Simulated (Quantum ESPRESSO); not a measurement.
# Habitual settings against a tight run: SnO₂ (Pnnm, 6 atoms in the cell)

Self-consistent single point.

```yaml
crystal:
  lattice:
    - [4.81816, 0.00000, 0.00000]
    - [0.00000, 4.89724, 0.00000]
    - [0.00000, 0.00000, 3.26132]
  atoms:
    - { symbol: Sn, position: [0.50000, 0.50000, 0.50000] }
    - { symbol: Sn, position: [0.00000, 0.00000, 0.00000] }
    - { symbol: O, position: [0.29185, 0.32104, 0.00000] }
    - { symbol: O, position: [0.70815, 0.67896, 0.00000] }
    - { symbol: O, position: [0.79185, 0.17896, 0.50000] }
    - { symbol: O, position: [0.20815, 0.82104, 0.50000] }
```

Level of theory: LDA (PZ), GBRV 1.5 ultrasoft (LDA) pseudopotentials (plane waves; Quantum ESPRESSO).

Base settings: ecutwfc = 40 Ry; ecutrho = 200 Ry; occupations = fixed; potentials = {Sn: sn_lda_v1.4.uspp.F.UPF, O: o_lda_v1.2.uspp.F.UPF}; K_POINTS = automatic 5 5 7 0 0 0; nbnd = 30; conv_thr = 1e-10 Ry; mixing_beta = 0.3.

Tight run (finer mesh or higher cutoff; not a proven limit): ecutwfc: 40 Ry → 56 Ry; ecutrho: 200 Ry → 280 Ry; conv_thr: 1e-10 Ry → 7.3e-11 Ry; K_POINTS: automatic 5 5 7 0 0 0 → automatic 7 7 10 0 0 0. It gave top of the valence band (on the code's own zero) 8.00 eV; gap on the k-point mesh 0.53 eV; pressure -14.29 GPa; largest force (vector length) 0.217 eV/Å.

Quick runs, as changes from the base:
- A: the base itself
- B: ecutwfc: 40 Ry → 28 Ry; ecutrho: 200 Ry → 140 Ry; occupations: fixed → smearing; nbnd: 30 → default; K_POINTS: automatic 5 5 7 0 0 0 → automatic 4 4 4 0 0 0; smearing: default → marzari-vanderbilt; degauss: default → 0.0099958 Ry
- C: ecutwfc: 40 Ry → 24 Ry; ecutrho: 200 Ry → 120 Ry; occupations: fixed → smearing; nbnd: 30 → default; conv_thr: 1e-10 Ry → 7.3e-06 Ry; K_POINTS: automatic 5 5 7 0 0 0 → automatic 6 6 6 0 0 0; smearing: default → fermi-dirac; degauss: default → 0.036749 Ry

Energies are extrapolated to zero smearing width, which holds to low order in the width alone (under cold and Methfessel-Paxton smearing the free energy itself is taken).

Dashes: gap of C, no gap found.

Gaps are read on each run's own mesh, which may miss the band edges.

The count of work is k-points × plane waves × bands × iterations; it is no time. Core times come from one kind of shared machine and are given to one figure; runs under 30 s give none.

The starting cell comes from a database of computed structures (which also holds hypothetical and non-ambient phases and stackings), without a prior relaxation at this level. Its lattice was rescaled by a random factor within 2.5 % of one. In the base run, with a pressure of about -13 GPa the cell is away from its equilibrium volume at this level.

```tsv
run	energy less tight (meV/atom)	pressure less tight (GPa)	largest miss in a force vector (eV/Å)	gap on the mesh less tight (eV)	count of work / tight	core time / tight (rough)
A	52.1	0.82	0.003	0.018	0.24	0.3
B	444.4	-27.82	0.033	0.000	0.12	0.1
C	1250.3	-57.51	0.036	–	0.13	0.2
```

Among the runs at the tight run's level, the energy misses run from 52.1 to 1250.3 meV/atom.

Left out of this page: 1 run of the series failed or unconverged; 2 runs of the series outside the window shown, repeating another row's setting, or not comparable.
